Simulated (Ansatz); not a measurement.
Base system: SnO in the litharge type structure (space group P4/nmm, No. 129; a = 3.837 Å, c = 4.759 Å; layered, stacked along the Cartesian z axis).

Method: Ansatz (a quantum-chemistry and plane-wave program) PBE-D3(BJ), no spin-orbit coupling.

Before the change:

| Quantity | Result |
|---|---|
| Shortest interatomic distance | 4.235 bohr |
| Band gap | zero |
| Gap character | absent |

Modification: a negative pressure, −1 GPa.

Question: What happens to the shortest interatomic distance, band gap and gap character?

Answer: The shortest interatomic distance rises by 0.013 bohr to 4.248 bohr; the band gap changes from zero to 0.21 eV; the gap character goes from absent to indirect, Γ → M.

Load acts through the strain it causes; cell and atoms are relaxed under it. Whether these cells are dynamically stable was not tested. The final runs are not spin-polarised. The zero or small gap of SnO can change with the level of theory.
